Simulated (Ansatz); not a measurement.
Start from ZnSe in the zinc blende structure (space group F-43m, No. 216; a = 5.568 Å). Axes: x, y, z lie along the cube axes.

Method: LDA (Ansatz, an electronic-structure program, PAW, no SOC).

Now apply this change: an isotropic linear strain of +2.50 %; the atoms relax in the strained cell.

**Question.** Predict the stress tensor and what it implies for the stiffness.

**Answer.** Stress of the strained cell less that of the base (GPa, compression positive):
```
  -4.48    0.00    0.00
   0.00   -4.48    0.00
   0.00    0.00   -4.48
```

Then B = −ΔP/(ΔV/V₀) with ΔV/V₀ = 0.0769 gives secant stiffness values (nonlinear terms included at this strain): B ≈ 58 GPa.

As a check, the harmonic strain energy −½ V₀ Δσ:ε is 23 meV/atom; the computed energy rise is 25 meV/atom.

Whether these cells are dynamically stable was not tested.
